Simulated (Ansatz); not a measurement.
Given:

End structure of a constructed model of the (110) surface of bcc Nb, a pseudomorphic layer of Ga in the host's stacking (bottom of the slab: a bare face, its two planes held):

```
CELL_PARAMETERS angstrom
      2.86732     0.00000     0.00000
     -0.95577     2.70334     0.00000
      0.00000     0.00000    30.50000
ATOMIC_POSITIONS crystal
  Nb 0.50000 0.50000 0.26748
  Nb 0.00000 0.00000 0.34424
  Nb 0.50000 0.50000 0.42091
  Nb 0.00000 0.00000 0.49782
  Nb 0.50000 0.50000 0.57471
  Nb 0.00000 0.00000 0.65036
  Ga 0.50000 0.50000 0.72490
```

Model: 7-atom slab, 14.2 Å thick at the start, 14x14x1 mesh, Fermi-Dirac 0.1 eV, dipole correction, single point; on the structure that PBE left under its start's symmetry; no spin, no spin-orbit, no U. It is one candidate, not shown to be the stable structure of the face.

What work function of the top face does r2SCAN, at the PBE geometry run with Ansatz (a first-principles code) give?

4.60 eV
